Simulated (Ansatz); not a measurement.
The parent structure is ZnGeP₂ in the chalcopyrite structure (space group I-42d, No. 122; a = 5.3740 Å, c = 10.6255 Å).

Method: Kohn–Sham DFT with the LDA functional, run in Ansatz (a program for electronic structure) with PAW and 420 eV plane waves, scalar-relativistic without spin-orbit coupling.

For the base:

- Valence-band top at Γ: 0.00, -0.07, -0.07 eV
- Volume per atom: 19.18 Å³
- Width of the top valence band: 1.56 eV

The change: a hydrostatic pressure of 22.5 GPa.

Task: How does this affect the valence-band top at Γ?

Result: The valence-band top at Γ (three highest levels, from the VBM) becomes 0.00, -0.06, -0.06 eV (base: 0.00, -0.07, -0.07 eV).

Task: Predict the new volume per atom.

Result: The volume per atom drops by 3.03 Å³ to 16.15 Å³.

Task: Predict the new width of the top valence band.

Result: The width of the top valence band grows by 0.48 eV to 2.04 eV.

The levels and masses belong to the bands next to the band gap. Load acts through the strain it causes; cell and atoms are relaxed under it. Whether these cells are dynamically stable was not tested. Competing high-pressure phases were not computed.
